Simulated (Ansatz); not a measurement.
Given:

```xyz
2
Lattice="0.0000 2.5212 2.5833 2.5212 0.0000 2.5833 2.5212 2.5212 0.0000" Properties=species:S:1:pos:R:3 pbc="T T T"
Sr     0.0000     0.0000     0.0000
O      2.5212     2.5212     2.5833
```

Level of theory: r2SCAN, rigid bands (plane waves, PAW, scalar-relativistic; Ansatz, a first-principles code). Condition of this run: biaxial stress in (001) of 3.6 GPa (compression positive) (the target of the relaxation). Cell: cell and atoms relaxed with PBEsol, then loaded as said.

### Question
Predict the electron conductivity mass (n e² τ/σ) at 300 K, by direction if it differs.

### Answer
0.58 (x), 0.58 (y), 0.41 (z) mₑ.

### Question
Predict the hole conductivity mass (n e² τ/σ) at 300 K, by direction if it differs.

### Answer
0.89 (x), 0.89 (y), 4.9 (z) mₑ.

### Question
And the band gap?

### Answer
3.72 eV at this level; semilocal functionals usually fall short of the measured gap.

Rigid bands, one relaxation time for all states, no polarons. Spin-orbit coupling is left out; where it splits the top of the valence band it changes the hole mass and lowers the gap by about a third of the splitting. Geometry: cell and atoms relaxed with PBEsol.
